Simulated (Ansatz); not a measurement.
A computed series for NbN: alloy series

The reference is NbN in the rock salt structure (space group Fm-3m, No. 225; a = 4.380 Å).

The other end (x = 1) is VN in the rock salt structure (space group Fm-3m, No. 225): 8.45 Å³/atom, gap zero.

V replaces a fraction x of Nb; each row is one arrangement (x, atoms in the cell, starting space group or random), fully relaxed.

Method: PBEsol, PAW, 420 eV (Ansatz, a program for electronic structure; no spin-orbit coupling), earlier PAW set.

| V fraction x | volume per atom (Å³/atom) |
|---|---|
| 0 | 10.504 |
| 0.25 (Pm-3m, 8 atoms) | ? |
| 0.5 (Pmmn, 8 atoms) | 9.528 |
| 0.667 (I4/mmm, 6 atoms) | 9.263 |
| 0.75 (Pm-3m, 8 atoms) | 9.069 |
| 0.75 (I4/mmm, 8 atoms) | 9.046 |
| 1 | 8.450 |

Fit V(x) = (1 − x) V(0) + x V(1) − b x(1 − x) with the ends held (b = 0 is Vegard's rule) to the rows shown and predict the withheld row.

Least squares on the printed values gives b = -0.42 Å³/atom, against 9.990 Å³/atom from the straight line alone (largest residual 0.054 Å³/atom); this predicts 10.069 Å³/atom, and the run gives 10.103 Å³/atom, 0.034 higher.

The magnetic state is the one reached from the starting moments; the real material's order can differ, and small cells can't hold many antiferromagnetic ones. These are small ordered cells, not random alloys; other orderings at the same x differ. Stability against distortions was not tested. Starting moments died away, wholly or in part, for Nb → V, x(V) = 0.5, 8 atoms, Pmmn, x(V) = 0.667, 6 atoms, I4/mmm and x(V) = 0.75, 8 atoms, Pm-3m and more; another magnetic solution may exist. Spin-polarised in the final run: Nb3VN4; the other runs are not.
